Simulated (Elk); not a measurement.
Band structure of SnTe (F-43m, 2 atoms in the cell).

```xyz
2
Lattice="0.0000 3.6111 3.6111 3.6111 0.0000 3.6111 3.6111 3.6111 0.0000" Properties=species:S:1:pos:R:3 pbc="T T T"
Sn     0.0000     0.0000     0.0000
Te     5.4167     5.4167     5.4167
```

Method: PBEsol, all-electron FP-LAPW, Elk's shipped species files, LAPW+lo basis (Elk).

Settings: xctype = 22; rgkmax = 7.5; stype = 3; swidth = 0.00367493 Ha; ngridk = 7 7 7; gmaxvr = 14 1/bohr; nxoapwlo = 1.

The starting cell comes from a database of computed structures (which also holds hypothetical and non-ambient phases and stackings), without a prior relaxation at this level. Spin-orbit coupling is off. Values depend on the basis (sphere radii, cutoffs, local orbitals), which need not be converged. The run gives no clean gap (levels at the Fermi energy touch, overlap or are partly filled at this smearing), which alone does not show that the compound is a metal.

Levels in eV from the Fermi level, bands 15 to 22:
```csv
point,15,16,17,18,19,20,21,22
Γ,-5.24,-1.96,-1.96,-1.96,0.96,0.96,0.96,3.97
X,-7.41,-3.15,-3.15,-0.72,0.03,3.84,3.84,5.32
W,-7.39,-3.42,-3.33,0.00,1.28,2.17,3.06,5.22
K,-7.36,-3.55,-2.96,-0.54,1.09,3.01,3.13,4.67
L,-7.05,-2.49,-2.49,-2.10,1.76,1.76,3.34,5.53
U,-7.36,-3.55,-2.96,-0.54,1.09,3.01,3.13,4.67
```

No band crosses the Fermi level by more than 0.03 eV along this path.
